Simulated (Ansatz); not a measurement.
Consider InAs in the zinc blende structure (space group F-43m, No. 216).

```
CELL_PARAMETERS angstrom
      0.00000     3.04364     3.04364
      3.04364     0.00000     3.04364
      3.04364     3.04364     0.00000
ATOMIC_POSITIONS crystal
  In 0.00000 0.00000 0.00000
  As 0.25000 0.25000 0.25000
```

Cartesian axes are those of the cell as printed.

Level of theory: Ansatz (a program for electronic structure) PBEsol, spin-orbit coupling left out.

For the base:

The pressure comes out as 0.0 GPa. The band gap comes out as zero and the volume per atom comes out as 28.20 Å³.

It is then changed as follows: compressive biaxial strain of 0.50 % in the plane normal to [001], as in epitaxy on a mismatched substrate; the out-of-plane cell vector and the atoms relax.

Problem. Predict the new pressure, band gap and volume per atom.

Solution. The pressure (mean of the normal stresses, compression positive) goes from zero to 0.2 GPa; the band gap remains zero; the volume per atom drops by 0.124 Å³ to 28.07 Å³.

A case with no gap was solved on a k-mesh chosen for an insulator, which is coarse for it. No phonon test of stability was made. All final runs are without spin polarisation. A zero or small gap of InAs can be the functional's error rather than a property of the material.
